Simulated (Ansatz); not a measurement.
Given:

```
IrSn2
1.0
    0.00000     3.17339     3.17339
    3.17339     0.00000     3.17339
    3.17339     3.17339     0.00000
Sn Ir
2 1
Cartesian
  4.76008   4.76008   4.76008
  1.58669   1.58669   1.58669
  0.00000   0.00000   0.00000
```

Method: PBEsol, DFPT electron-phonon coupling, linearised Boltzmann equation (plane waves, PAW, scalar-relativistic; Ansatz, a program for electronic structure). Geometry: relaxed with this functional, without spin-orbit coupling.

Problem. What phonon-limited resistivity does this give at 300 K?

Solution. 16.3 μΩ·cm.

Problem. And the electrons' mean free path at that temperature?

Solution. 8.1 nm, weighted by the current that each state carries. Wires not much wider than this gain resistivity from their walls.

A metal at this level (no band gap). Only scattering by harmonic phonons is included (no impurities, grain boundaries, electron-electron scattering or thermal expansion). Spin-orbit coupling is left out, which matters with elements this heavy. Halving the electron mesh (24x24x24) moves the resistivity by up to 9 % at 300 K, the mean free path by up to 4 %. Smearing 0.20 eV; phonons on a 4x4x4 q mesh, which this run doesn't test.

Formula and space group known from diffraction (Crystallography Open Database), not checked to be the room-temperature form: IrSn2 (Fm-3m).
